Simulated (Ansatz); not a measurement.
Reference: WS₂ (P6_3/mmc), PBEsol+D3BJ with spin-orbit coupling, rigid bands (plane waves, PAW; Ansatz, a first-principles code); axes and stresses refer to this cell.

```xyz
6
Lattice="3.1148 0.0000 0.0000 -1.5574 2.6975 0.0000 0.0000 0.0000 11.7723" Properties=species:S:1:pos:R:3 pbc="T T T"
W      0.0000     1.7983     2.9431
W      1.5574     0.8992     8.8292
S      0.0000     1.7983     7.2571
S      1.5574     0.8992     4.5152
S      1.5574     0.8992     1.3709
S      0.0000     1.7983    10.4014
```

The band gap comes out as 0.61 eV. The Seebeck coefficient, p-type 1e19 cm⁻³ is 233 μV/K and the electron mass along x is 0.48 mₑ.

Task: After one change the values are band gap 0.75 eV; Seebeck coefficient, p-type 1e19 cm⁻³ 242 μV/K; electron mass along x 0.52 mₑ. Which change was made?
(A) biaxial stress xx = yy = -1 GPa (compression positive)
(B) uniaxial stress zz = -1 GPa (compression positive)
(C) uniaxial stress zz = 2 GPa (compression positive)
(D) hydrostatic pressure -2 GPa

Result: D, hydrostatic pressure -2 GPa

Masses are for dilute carriers at 300 K, harmonic means over directions unless an axis is named. Seebeck coefficients are for the stated density at 300 K, with one relaxation time for all states and whether or not that doping can be reached. Stresses and pressures are the targets of the relaxation.  The structure type is held under load, also where the real crystal would transform.

PBEsol with a dispersion correction tends to overbind, so the cell can be several per cent short, in bad cases over ten, which usually narrows a gap: WS2 (P6_3/mmc).
